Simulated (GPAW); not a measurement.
**Several settings converged on MnRh (P4mm, 2 atoms in the cell)**

```
MnRh
1.0
    3.03657     0.00000     0.00000
    0.00000     3.03657     0.00000
    0.00000     0.00000     3.03657
Mn Rh
1 1
Cartesian
  0.00000   0.00000   0.05000
  1.51829   1.51829   1.51829
```
Moments meant for the start (each program seeds them in its own way; μB, in the order of the atoms Mn Rh): 4.0 1.0.

Base method: PBEsol, GPAW PAW datasets PBEsol (made by gpaw-setup) (plane waves; GPAW 25.7.0).

Base settings: spinpol = true; mode = pw; ecut = 800 eV; xc = PBEsol; kpts = 5 5 5; mesh shift (steps) = 0 0 0; occupations.name = methfessel-paxton; occupations.width = 0.1 eV; occupations.order = 0; nbands = -8.

The count of work is k-points × plane waves × bands × iterations; it is no time. Core times come from one kind of shared machine, to one figure; runs under 30 s give none.

**Shifted k-point meshes**

In this ladder: kpts_shift = 0.5 0.5 0.5.

Only quantities that move along the ladder and can be compared are tabulated.

| kpts | free energy less the last step's (meV/atom) | pressure (GPa) | largest difference of a force vector from the last step's (eV/Å) | net moment (μB/atom) | count of work / last | core time / last (rough) |
|---|---|---|---|---|---|---|
| 2 2 2 | -674.61 | -16.87 | 0.199 | 2.000 | 0.0072 | – |
| 4 4 4 | -37.45 | -7.43 | 0.039 | 2.000 | 0.043 | – |
| 6 6 6 | 3.03 | -7.20 | 0.067 | 2.000 | 0.13 | 0.3 |
| 8 8 8 | -4.03 | -7.19 | 0.005 | 2.045 | 0.23 | 0.2 |
| 11 11 11 | 0.00 | -7.15 | 0.000 | 2.048 | 1.0 | 1 |

Coarsest kpts that holds the free energy within 5 meV/atom: not settled: the last two steps still differ by 4.0 meV/atom, over half the tolerance, so the ladder does not show it.

Coarsest kpts that holds the forces within 0.02 eV/Å of the last step, with all finer ones: 8 8 8, at 0.23 of the last step's count of work and about 0.2 of the last step's time; the step before is off by 0.067 eV/Å.

Coarsest kpts that holds the pressure within 0.2 GPa of the last step, with all finer ones: 6 6 6, at 0.13 of the last step's count of work and about 0.3 of the last step's time; the step before is off by 0.29 GPa.

**The mesh under tetrahedron occupations**

In this ladder: occupations.name = improved-tetrahedron-method; occupations.width = default; occupations.order = default.

Only quantities that move along the ladder and can be compared are tabulated.

| kpts | free energy less the last step's (meV/atom) | pressure (GPa) | largest difference of a force vector from the last step's (eV/Å) | net moment (μB/atom) | count of work / last | core time / last (rough) |
|---|---|---|---|---|---|---|
| 5 5 5 | -20.74 | -7.67 | 0.041 | 2.000 | 0.092 | 0.2 |
| 7 7 7 | 4.56 | -7.50 | 0.034 | 2.009 | 0.22 | 0.3 |
| 11 11 11 | 0.50 | -7.43 | 0.003 | 2.024 | 0.67 | 0.7 |
| 13 13 13 | 0.00 | -7.34 | 0.000 | 2.028 | 1.0 | 1 |

Coarsest kpts that holds the free energy within 5 meV/atom of the last step, with all finer ones: 7 7 7, at 0.22 of the last step's count of work and about 0.3 of the last step's time; the step before is off by 21 meV/atom.

Coarsest kpts that holds the forces within 0.02 eV/Å of the last step, with all finer ones: 11 11 11; the step before is off by 0.034 eV/Å.

State of the pressure at the end of the ladder: still drifting one way, by 0.16 GPa over the last two steps, so the last step is no safe reference.

On the base run: the starting cell comes from a database of computed structures (which also holds hypothetical and non-ambient phases and stackings), without a prior relaxation at this level. Its lattice was rescaled by up to half a per cent. One atom was moved a little off its site on purpose. The magnetic order is the one reached from the typed start; others were not searched systematically. In the base run, with a pressure of about -8 GPa the cell is away from its equilibrium volume at this level. Without a gap this mesh is coarse (it stands for a supercell whose shortest vector is 15 Å).
